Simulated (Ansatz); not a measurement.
Defect: interstitial Li in monoclinic ZrO2 with all lengths changed by -1 %, charge state +1. The step: a direct jump of one Li atom; the atom moves 3.35 Å along (0.00, -0.39, 0.50) of the unit cell; the moving atom starts with neighbours O at 1.81, O at 1.87, O at 2.07, O at 2.09, O at 2.17 Å and ends with O at 1.81, O at 1.87, O at 2.07, O at 2.09, O at 2.17 Å. DFT values are from Ansatz (plane-wave PAW, 420 eV unless said) in a cell of 96 host sites, spin-restricted, static, with no finite-size correction. The charge state is imposed; whether it is stable for some Fermi level was not computed. Sites that were not tried may lie lower. For the PBE band: the saddle point's order was not checked.

```csv
Level,Forward barrier (eV),Cost of the band or of the saddle's single point
"CHGNet universal potential (has no charge state), its own band",1.20,-
"PBE, the Γ point alone, band relaxed",1.20,around 19 core-minutes (rough)
"PBE, a 2×2×2 k-point mesh shifted by half a step, same geometries",1.20,about 4 core-minutes (a rough figure)
```

Ansatz is a program for electronic structure.
